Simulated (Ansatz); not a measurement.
System: fcc Yb. Method: HSE06 (PAW; Ansatz, an electronic-structure program).

Run with plane-wave cutoff 460 eV, 10×10×10 k mesh, Fermi–Dirac smearing 0.05 eV, no spin polarisation, scalar-relativistic PAW data made under PBE.

A third-order Birch–Murnaghan fit to the energies gives V0 = 43.425 Å³/atom, B0 = 13.0 GPa, B′ = 2.1.

| V (Å³/atom) | P (GPa) |
|---|---|
| 40.310 | 1.047 |
| 41.212 | (withheld) |
| 42.296 | 0.350 |
| 43.381 | 0.014 |
| 43.910 | -0.142 |
| 44.465 | -0.300 |
| 45.550 | (withheld) |

Q: Estimate the withheld pressures from this fit; the answers are the runs' own values.

A: 
- 41.212, P (GPa): 0.715
- 45.550, P (GPa): -0.592

The formula P = (3/2) B0 (x^(7/3) − x^(5/3)) [1 + (3/4)(B′ − 4)(x^(2/3) − 1)] with x = V0/V meets the computed pressures within 0.01 GPa when these rounded values are put in.

Measured, for comparison: bulk modulus 16.3 GPa (temperature not stated, not corrected to a static lattice; as tabulated in doi:10.1007/BF02743909 (ytterbium under pressure), abstract); equilibrium volume per atom 41.24 Å³/atom (293 K, not corrected to a static lattice; as tabulated in Wikipedia's data pages). Computed (rounded) less measured: bulk modulus -20 %, equilibrium volume per atom +5.3 %.

Spin–orbit coupling is not included.

Static lattice: no zero-point or thermal effects.
